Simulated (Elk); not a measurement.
Band structure of YTe (Fm-3m, 2 atoms in the cell).

```
CELL_PARAMETERS angstrom
      0.00000     3.08034     3.08034
      3.08034     0.00000     3.08034
      3.08034     3.08034     0.00000
ATOMIC_POSITIONS crystal
  Y  0.00000 0.00000 0.00000
  Te 0.50000 0.50000 0.50000
```

Method of the run: PBEsol, all-electron FP-LAPW, Elk's shipped species files, APW+lo basis with extra local orbitals (Elk).

Settings: xctype = 22; rgkmax = 7.5; swidth = 0.00367493 Ha; ngridk = 12 12 12; gmaxvr = 18 1/bohr; lmaxapw = 10; lmaxo = 8; nxlo = 2; lorbcnd = true; lradstp = 2; nrmtscf = 2; lmaxi = 4; maxscl = 100.

The starting cell comes from a database of computed structures (which also holds hypothetical and non-ambient phases and stackings), without a prior relaxation at this level. Spin-orbit coupling is off. Values depend on the basis (sphere radii, cutoffs, local orbitals), which need not be converged.

Levels in eV from the Fermi level, bands 10 to 17:
```
point      10     11     12     13     14     15     16    17
-----  ------  -----  -----  -----  -----  -----  -----  ----
Γ      -13.17  -2.23  -2.23  -2.23  -0.26  -0.26  -0.26  0.33
X      -12.38  -5.09  -3.34  -3.34  -1.86   1.23   1.32  2.47
W      -12.22  -4.61  -4.61  -4.54   0.77   0.77   1.38  2.47
K      -12.24  -4.86  -4.85  -3.77  -0.49   1.98   2.04  2.24
L      -12.12  -6.25  -4.09  -4.09   1.49   1.72   1.72  1.83
U      -12.24  -4.86  -4.85  -3.77  -0.49   1.98   2.04  2.24
```

Bands cross the Fermi level along this path, so the cell is metallic at this level.
